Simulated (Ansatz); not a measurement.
The parent structure is SnO (space group P4/nmm, No. 129; layered, stacked along the Cartesian z axis).

```yaml
crystal:
  lattice:
    - [3.83709, 0.00000, 0.00000]
    - [0.00000, 3.83709, 0.00000]
    - [0.00000, 0.00000, 4.75881]
  atoms:
    - { symbol: Sn, position: [0.50000, 0.00000, 0.75657] }
    - { symbol: Sn, position: [0.00000, 0.50000, 0.24343] }
    - { symbol: O, position: [0.50000, 0.50000, 0.00000] }
    - { symbol: O, position: [0.00000, 0.00000, 0.00000] }
```

Cartesian axes are those of the cell as printed.

All numbers come from Ansatz (an electronic-structure program), PBE-D3(BJ), PAW, cutoff 420 eV, no spin-orbit coupling.

Base values:

| Item | Value |
|---|---|
| Gap character | absent |
| Band gap | zero |
| Pressure | 0.0 GPa |
| Volume per atom | 17.52 Å³ |

It is then changed as follows: biaxial strain +1.20 %, plane normal [001], relaxed out of plane (Cartesian); in-plane vectors clamped, the third vector and the atoms free.

Task: What does the calculation give for the gap character, band gap, pressure and volume per atom after the change?

Result: The gap character changes from absent to indirect, k = (0.083, 0.083, 0) in the run's primitive reciprocal basis → M; the band gap becomes 0.18 eV (base: zero); the pressure (mean of the normal stresses, compression positive) goes from zero to -1.3 GPa; the volume per atom goes up by 0.27 Å³ (17.52 Å³ → 17.79 Å³).

No phonon test of stability was made. The final runs are not spin-polarised. The zero or small gap of SnO can change with the level of theory.
